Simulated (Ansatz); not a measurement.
The starting structures come from a database of crystals and need not be the phases stable at ambient conditions.

Inside the gap of an insulator the Bloch states are evanescent, with a wavenumber k + iκ along the transport direction.

Consider the following.

```
CELL_PARAMETERS angstrom
      3.99488     0.00000     0.00000
      0.00000     3.99488     0.00000
      0.00000     0.00000     4.11473
ATOMIC_POSITIONS crystal
  K  0.50000 0.50000 0.50000
  Ta 0.00000 0.00000 0.00000
  O  0.00000 0.50000 0.00000
  O  0.50000 0.00000 0.00000
  O  0.00000 0.00000 0.50000
```

Space group of this cell: P4/mmm. The cell is strained (lengths along the current scaled by 1.03, ions clamped); by r2SCAN its mean pressure is -6.1 GPa.

Transport runs along the normal of the first two printed cell vectors, the (001) (indices of the unstrained crystal) plane of the conventional cell.

The gap is the functional's own, uncorrected, and κ follows it; spin-orbit coupling is left out. Mid-gap values are interpolated between the computed energies.

**Question.** Compute, with r2SCAN (Ansatz, a program for electronic structure), the band gap and the smallest decay constant κ at mid-gap.

**Answer.** Gap 2.50 eV on a 8×8×8 mesh; κ = 0.258 1/Å, at the zone centre.
